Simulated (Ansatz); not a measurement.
The starting structures come from a database of crystals and need not be the phases stable at ambient conditions.

Tunnelling through a barrier is set by its complex band structure: the current falls as exp(−2κd) with the smallest κ.

```yaml
crystal:
  lattice:
    - [3.93378, 0.00000, 0.00000]
    - [0.00000, 8.19998, 0.00000]
    - [0.00000, 0.00000, 9.73019]
  atoms:
    - { symbol: Br, position: [0.75000, 0.51417, 0.17494] }
    - { symbol: Br, position: [0.25000, 0.48583, 0.82506] }
    - { symbol: Br, position: [0.75000, 0.01417, 0.32506] }
    - { symbol: Br, position: [0.25000, 0.98583, 0.67494] }
    - { symbol: S, position: [0.75000, 0.83554, 0.95136] }
    - { symbol: S, position: [0.25000, 0.16446, 0.04864] }
    - { symbol: S, position: [0.75000, 0.33554, 0.54864] }
    - { symbol: S, position: [0.25000, 0.66446, 0.45136] }
    - { symbol: Sb, position: [0.75000, 0.12507, 0.86685] }
    - { symbol: Sb, position: [0.25000, 0.87493, 0.13315] }
    - { symbol: Sb, position: [0.75000, 0.62507, 0.63315] }
    - { symbol: Sb, position: [0.25000, 0.37493, 0.36685] }
```

Space group of this cell: Pnma. The cell was relaxed by PBE-D3(BJ); by PBEsol its mean pressure is -0.7 GPa.

Transport runs along the normal of the first two printed cell vectors.

No gap correction and no spin-orbit coupling; mid-gap values are interpolated between computed energies.

Predict the band gap and the smallest decay constant κ at mid-gap from PBEsol (Ansatz, a quantum-chemistry and plane-wave program).

Gap 1.62 eV on a 8×4×4 mesh; κ = 0.207 1/Å, at (0.000, 0.250) of the in-plane reciprocal vectors. At the zone centre, at the nearest computed energy, the slowest state has κ = 0.21 1/Å.
